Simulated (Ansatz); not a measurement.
SiC under a change: pressure 75 GPa

The reference is SiC (space group P6_3mc, No. 186; a = 3.078 Å, c = 10.076 Å).

Modification: a hydrostatic pressure of 75 GPa.

Level of theory: PBEsol (Ansatz, a first-principles code; PAW; 420 eV plane waves; no spin-orbit coupling), earlier PAW set. k-mesh 12×12×4 (Γ-centred); smearing 0.05 eV (Fermi–Dirac).

The volume per atom decreases by 2.05 Å³ to 8.28 Å³ and the density increases by 0.80 g/cm³, from 3.22 g/cm³ to 4.02 g/cm³. The lattice parameter a drops by 0.217 Å to 2.861 Å and the c/a ratio drops by 0.0055 (3.273 → 3.268). The enthalpy H = E + PV relative to the base's energy comes out as +4.28 eV/atom and the band gap goes up by 0.02 eV to 2.14 eV. The gap character is still indirect, Γ → M and the smallest direct gap increases by 0.057 eV (3.25 eV → 3.30 eV). The width of the top valence band grows by 0.315 eV to 2.79 eV and the valence-band top at Γ (three highest levels, from the VBM) changes from 0.00, 0.00, -0.05 eV to 0.00, 0.00, -0.03 eV. The valley order (the lowest conduction-band minima on the path, energy above the VBM, named in the base's zone) comes out as M (1/2, 0, 0) 2.14 eV; H (1/3, 1/3, 1/2) 3.17 eV.

Load acts through the strain it causes; cell and atoms are relaxed under it. Whether these cells are dynamically stable was not tested. Competing high-pressure phases were not computed.
